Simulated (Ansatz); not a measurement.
**The (111) surface of fcc Pt, p(2x2), one Pt site of the top plane empty (bottom of the slab: a bare face, its two planes held)**

The numbers are results of PBE (plane waves to 420 eV, PAW; Ansatz, an electronic-structure program), not measurements.

Model: 23-atom slab, 11.5 Å thick at the start, 8x8x1 mesh, Fermi-Dirac 0.1 eV, dipole correction, 8 atoms held, the rest relaxed; start symmetry kept, larger cells not searched; no spin, no spin-orbit, no U. In PBE it lies 0.08 eV a 1x1 cell over the lowest computed structure of the same composition (one row in 4 of the top plane missing).

| Quantity | Result |
|---|---|
| work function of the top face | 5.44 eV |
| energy released by relaxation | 0.13 eV |
| cost | around 14 core-minutes (rough) |
